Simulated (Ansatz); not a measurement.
How far PBE and r2SCAN part for Se, Se → Te

The reference is Se (space group P3_121, No. 152; a = 4.535 Å, c = 5.041 Å; made of chains).

(Cell as relaxed with PBE.)

Levels (all Ansatz, an electronic-structure program, PAW): PBE (420 eV, no spin-orbit coupling); r2SCAN (500 eV, without spin-orbit coupling).

Each level relaxes its own structure.

```
base                      PBE    r2SCAN
-------------------  --------  --------
volume per atom      29.92 Å³  29.25 Å³
lattice parameter a   4.535 Å   4.506 Å
band gap              1.04 eV   1.33 eV
```

The change: full substitution Se → Te; the structure is relaxed again.

```csv
quantity,PBE,r2SCAN
smallest direct gap,0.23 eV,[?]
shift of the gap caused by the change,-0.81 eV,[?]
shortest interatomic distance,2.889 Å,[?]
```

Problem. Given the PBE results, estimate those of r2SCAN.

Solution. 
- smallest direct gap, r2SCAN: 0.60 eV
- shift of the gap caused by the change, r2SCAN: -0.78 eV
- shortest interatomic distance, r2SCAN: 2.827 Å

PBE's smallest direct gap lies 0.361 eV below r2SCAN's; PBE's shift of the gap caused by the change lies 0.03 eV below r2SCAN's; PBE's shortest interatomic distance lies 0.062 Å above r2SCAN's (2.2 %). Neither level is exact; r2SCAN is the comparison here, not a measurement.

With Te present, leaving out spin-orbit coupling can change the band edges. Stability against distortions was not tested. No dispersion term is included, though the crystal is made of layers, chains or molecules, so its spacings can come out too wide. The zero or small gap of Te can change with the level of theory.
